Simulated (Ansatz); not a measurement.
Mg2Ge: pressure −1 GPa

Base system: Mg₂Ge in the anti-fluorite structure (space group Fm-3m, No. 225; a = 6.364 Å).

Perturbation: hydrostatic tension (pressure −1 GPa).

Computed with Ansatz (a program for electronic structure) PBEsol, no spin-orbit coupling. k-mesh 13×13×13 (Γ-centred); smearing 0.05 eV (Fermi–Dirac).

* **Volume per atom**: 21.92 Å³ (base 21.48 Å³)
* **Density**: 3.06 g/cm³ (base 3.12 g/cm³)
* **Shortest interatomic distance**: 5.243 bohr (base 5.208 bohr)
* **Enthalpy H = E + PV relative to the base's energy**: -0.14 eV/atom
* **Band gap**: 0.10 eV (base 0.08 eV)
* **Gap character**: indirect, Γ → X (base indirect, Γ → X)
* **Smallest direct gap**: 0.92 eV (base 1.03 eV)
* **Mean gap deformation potential ΔEg/Δln V**: +0.9 eV
* **Width of the top valence band**: 2.69 eV (base 2.73 eV)
* **Electron mass**: 0.55 mₑ along k, 0.18 mₑ across (at X) (base 0.55 mₑ along k, 0.18 mₑ across (at X))
* **Valley order (the lowest conduction-band minima on the path, energy above the VBM, named in the base's zone)**: X along ⟨100⟩ 0.10 eV; Γ 0.92 eV; L along ⟨111⟩ 0.95 eV (base X along ⟨100⟩ 0.08 eV; Γ 1.03 eV; L along ⟨111⟩ 1.03 eV)

Final structure:

```yaml
crystal:
  lattice:
    - [0.00000, 3.20346, 3.20346]
    - [3.20346, 0.00000, 3.20346]
    - [3.20346, 3.20346, 0.00000]
  atoms:
    - { symbol: Mg, position: [0.25000, 0.25000, 0.25000] }
    - { symbol: Mg, position: [0.75000, 0.75000, 0.75000] }
    - { symbol: Ge, position: [0.00000, 0.00000, 0.00000] }
```

Cost of the whole job for the changed cell (relaxation, final SCF and bands): roughly 30 core-seconds.

Load acts through the strain it causes; cell and atoms are relaxed under it. Masses are band curvatures over ±0.01 Å⁻¹ around the edge. Along k means along the line from Γ to the band edge. Whether these cells are dynamically stable was not tested. The zero or small gap of Mg2Ge can change with the level of theory.
